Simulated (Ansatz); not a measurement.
The reference is a 12-atom supercell of CoPtO$_{2}$ (space group R-3m, No. 166; a = 2.8088 Å, c = 17.7162 Å (hexagonal axes); non-magnetic) at its relaxed geometry.

The values are results of PBEsol (Ansatz, a quantum-chemistry and plane-wave program; PAW; 420 eV plane waves; spin-orbit coupling left out), not measurements.

Base values:

The mean distance from the defect site to its nearest host atoms is 189 pm.

The change: one Co atom is replaced by Ir, atoms relaxed at fixed cell, starting from a slightly rattled geometry.

Tabulated Pauling electronegativity and covalent radius: Co 1.88, 1.26 Å; Ir 2.20, 1.41 Å.

Q: Estimate the effect on the mean distance from the defect site to its nearest host atoms and largest displacement of a host atom from its site in the perfect cell.

A: The mean distance from the defect site to its nearest host atoms goes up by 8 pm (189 pm → 197 pm); the largest displacement of a host atom from its site in the perfect cell comes out as 0.09 Å.

In so small a cell the defect repeats every few ångströms: this is an ordered compound, not a dilute defect. Seeded moments were not kept for Ir on a Co site and the base. No Hubbard U is applied and the magnetic state is the run's own (Co2IrPt3O6 without a net moment; CoPtO2 not spin-polarised; CoPtO2 non-magnetic); small cells can't hold the antiferromagnetic order that many such compounds have, so gaps and moments can be off. Spin-polarised in the final run: Ir on a Co site; the other runs are not. An odd electron count without spin: CoPtO2. The defect cell is spin-polarised and ends with 0.0 μB.
